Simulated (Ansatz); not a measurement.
A computed series for Ti: alloy series

Consider Ti in the hcp (Mg type) structure (space group P6_3/mmc, No. 194; a = 2.9363 Å, c = 4.6372 Å).

The other end (x = 1) is Hf in the hcp (Mg type) structure (space group P6_3/mmc, No. 194): 22.35 Å³/atom, gap zero.

Hf replaces a fraction x of Ti; each row is one arrangement (x, atoms in the cell, starting space group or random), fully relaxed.

Calculations: r2SCAN in Ansatz (plane waves to 500 eV, PAW, spin-orbit coupling left out), earlier PAW set.

Notes on the quantities. mixing energy: to 0.01 eV only: unlike meshes or grids; deviation of the volume from the linear: Vegard-type) interpolation.

```csv
case,shortest interatomic distance,density,mixing energy,deviation of the volume from the linear
base,2.872 Å,4.59 g/cm³,–,–
"x(Hf) = 0.167, 6 atoms, P-62m",2.890 Å,6.37 g/cm³,+0.02 eV/atom,+0.1 %
"x(Hf) = 0.25, 8 atoms, Pmm2",2.888 Å,7.18 g/cm³,…,…
"x(Hf) = 0.5, 8 atoms, P2_1/m",2.935 Å,9.47 g/cm³,+0.03 eV/atom,+0.1 %
```

Task: What belongs in the blanks?

Result: 
- x(Hf) = 0.25, 8 atoms, Pmm2, mixing energy: +0.04 eV/atom
- x(Hf) = 0.25, 8 atoms, Pmm2, deviation of the volume from the linear: +0.3 %

Each cell is one ordered arrangement of few atoms, which overstates ordering effects compared with a random alloy. No phonon test of stability was made. The final runs are not spin-polarised.

Ansatz is a quantum-chemistry and plane-wave program.
